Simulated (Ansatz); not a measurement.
Structures of equal composition on the (111)A surface of 3C silicon carbide (Si plane on top): (√3x√3)R30° Si adatom at H3; (√3x√3)R30° Si adatom at T4. The slabs share one bottom face, and each structure is named by its start. These are constructed structures in small cells; real faces may alloy, dewet or reconstruct in larger ones, and not all known structures of the face are among them. Slabs of about 10 Å, Fermi-Dirac smearing of 0.025 eV. Bottom of the slabs: H caps. Relaxed from the named starts with such symmetry as they have, on meshes of like density; energies extrapolated to zero smearing; spin only where a row says so; no spin-orbit coupling, no U. Brackets mark spin-polarised runs, whose order is one that fits the cell. Where a second, spin-polarised start was run, the lower counts.

Level of theory: PBE (plane waves to 420 eV, PAW; Ansatz, an electronic-structure program).

Q: Put the candidates in order of energy per 1x1 cell, lowest first, for PBE.

A: (√3x√3)R30° Si adatom at T4 (0.000 eV [spin, 1.0 μB a cell], gap 0.41 eV on the mesh), (√3x√3)R30° Si adatom at H3 (0.210 eV [spin start, no net moment], no gap on the mesh)
